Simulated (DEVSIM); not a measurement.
Device: abrupt CdTe p-n junction, at 300 K.

```csv
layer (left to right),material,thickness (μm),Nd (cm⁻³),Na (cm⁻³),τn (s),τp (s)
1,CdTe,12.0,-,1.6e15,2.8e-8,2.8e-8
2,CdTe,1.60,4.9e14,-,2.8e-8,2.8e-8
```

Left contact: ohmic. Right contact: ohmic. Voltage is applied to the left contact. Recombination: SRH at mid-gap, radiative. Mobility is constant in doping.

The device is made up for the run: typed textbook-type constants, with dimensions and the other settings drawn at random. Values at 300 K.

| parameter | CdTe |
|---|---|
| gap (eV) | 1.5 |
| affinity (eV) | 4.28 |
| permittivity | 10.2 |
| Nc (cm⁻³) | 8e17 |
| Nv (cm⁻³) | 1.8e19 |
| μn (cm²/Vs) | 1000 |
| μp (cm²/Vs) | 80 |
| B (cm³/s) | 1e-10 |

Model (solved in DEVSIM): 1D drift-diffusion, Boltzmann statistics, complete ionisation; no tunnelling, impact ionisation, image-force lowering or self-heating.

Q: Tabulate band edges, carrier densities and field at zero bias.

A: Energies count from the Fermi level of the right contact; mesh points crowd at the junctions.

```
x (μm)   Ec (eV)  Ev (eV)  n (cm⁻³)  p (cm⁻³)  field (V/cm)
-------  -------  -------  --------  --------  ------------
0.000      1.259   -0.241     < 1e2    1.6e15           ≈ 0
0.03024    1.259   -0.241     < 1e2    1.6e15           ≈ 0
0.09356    1.259   -0.241     < 1e2    1.6e15           ≈ 0
0.2412     1.259   -0.241     < 1e2    1.6e15           ≈ 0
0.7394     1.259   -0.241     < 1e2    1.6e15           ≈ 0
1.629      1.259   -0.241     < 1e2    1.6e15           ≈ 0
3.703      1.259   -0.241     < 1e2    1.6e15           ≈ 0
8.614      1.259   -0.241     < 1e2    1.6e15           ≈ 0
10.51      1.259   -0.241     < 1e2    1.6e15           ≈ 0
11.33      1.258   -0.242     < 1e2    1.5e15          -110
11.71      1.212   -0.288     < 1e2    2.6e14         -3800
11.92      1.081   -0.418     < 1e2    1.7e12         -9300
11.97      1.023   -0.477     < 1e2    1.8e11        -11000
12.00      0.992   -0.508     < 1e2    5.2e10        -12000
12.05      0.937   -0.563       150     6.2e9        -11000
12.14      0.839   -0.661      6400     1.4e8        -10000
12.33      0.661   -0.839   6300000    140000         -8800
12.75      0.366   -1.133    5.6e11     < 1e2         -5100
13.31      0.208   -1.292    2.5e14     < 1e2          -980
13.47      0.197   -1.303    4.0e14     < 1e2          -490
13.56      0.193   -1.307    4.6e14     < 1e2          -400
13.60      0.191   -1.309    4.9e14     < 1e2          -390
```
